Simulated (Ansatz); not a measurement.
The starting structures come from a database of crystals and need not be the phases stable at ambient conditions.

By PBEsol, the system below comes out a metal.

```xyz
6
Lattice="5.7068 0.0000 0.0000 0.0000 7.3570 0.0000 2.8534 -3.6785 3.6785" Properties=species:S:1:pos:R:3 pbc="T T T"
Au     4.2801     0.0000     0.0000
Au     4.2801     3.6785     3.6785
Pb     5.7068     4.8409     1.1624
Pb     5.7068     1.1624     2.5161
Pb     2.8534    -1.1624     2.5161
Pb     2.8534     2.5161     1.1624
```

Space group of this cell: I4/mcm. The cell was relaxed by PBE-D3(BJ); by PBEsol its mean pressure is -1.1 GPa.

The current flows along the normal of the first two printed cell vectors, the (100) plane of the conventional cell. No spin-orbit coupling; the value is a mean over 0.1 eV about the Fermi level.

### Question
Estimate the ballistic conductance per area that PBEsol in Ansatz (a first-principles code) returns for this system.

### Answer
0.50 × 10¹⁵ S/m² for both spins.
